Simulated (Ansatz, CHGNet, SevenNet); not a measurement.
TaAs (model structure, started from the NbAs type, I4₁md, No. 109, 4 atoms in the cell): lattice parameter a by level of theory

No measured value is used here.

```csv
level (code),value (Å)
CHGNet 0.3.0,3.444
CHGNet-r²SCAN,3.388
SevenNet-0,3.487
LDA (Ansatz),___
PBE (Ansatz),3.463
PBEsol (Ansatz),___
r²SCAN (Ansatz),3.442
```

Task: Complete the blanks.

Result: 
- LDA (Ansatz, a program for electronic structure), value (Å): 3.405
- PBEsol (Ansatz), value (Å): 3.429

Density-functional levels without +SOC have no spin–orbit coupling. Cutoffs differ between the levels. Ansatz's density-functional and Hartree–Fock values are scalar-relativistic unless marked +SOC, with PAW data made under PBE.

Machine-learned potentials (CHGNet 0.3.0, CHGNet-r²SCAN, SevenNet-0) are trained on DFT data: a solid inside that data is no test of them.

A model structure was made by putting elements into a prototype or built by hand; it is no filed structure, need not be a known phase, and can be a saddle point held by its symmetry.
